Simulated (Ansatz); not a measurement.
Start from Be3As2 (space group P-3m1, No. 164; a = 3.630 Å, c = 6.010 Å; a hypothetical phase, not in the database extracts checked). Axes: x lies along a and z along c of the hexagonal cell.

Level of theory: PBE (Ansatz, a first-principles code; PAW; 420 eV plane waves; without spin-orbit coupling).

Before the change:

Pressure: 0.0 GPa
Shortest interatomic distance: 2.265 Å

Now apply this change: biaxial strain +3.37 %, plane normal [001], relaxed out of plane (Cartesian); in-plane vectors clamped, the third vector and the atoms free.

Estimate the effect on the pressure and shortest interatomic distance.

The pressure (mean of the normal stresses, compression positive) goes from zero to -4.2 GPa; the shortest interatomic distance grows by 0.008 Å to 2.273 Å.

No phonon test of stability was made. All final runs are without spin polarisation.
